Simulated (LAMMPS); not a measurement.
MD of Ni3Al (L1_2) at zero pressure, 4000 atoms, as a liquid; each row is its own run.

All values are model results, not measurements: classical MD, pair style eam/alloy, file NiAlH_jea.eam.alloy; code LAMMPS.

```
T (K)  D(Al) (cm²/s)
-----  -------------
1160         1.03e-5
1480         2.85e-5
1650         3.93e-5
1820         5.42e-5
2310        0.000100
```

Fit an Arrhenius law, ln y = a + b / x, to these rows (x is the first column, y the second) and predict the run at x = 2060.

Least squares gives a = -6.9231 and b = -5282. The slope times kB gives an activation energy of 0.46 eV. At x = 2060 the fit predicts 7.58e-5 cm²/s. The run itself gave (7.7 ± 0.2) × 10^-5 cm²/s, so the fit is 2.1 % low, within the run's error.

Caution (rows 1160; 1480): this liquid lies under the melting point of about 1570 K that EAM-type NiAlH_jea.eam.alloy gives, so it is undercooled.

Errors of D are the spread over four groups of atoms in one short run; a floor of about 5 %, a picked value, is safer.
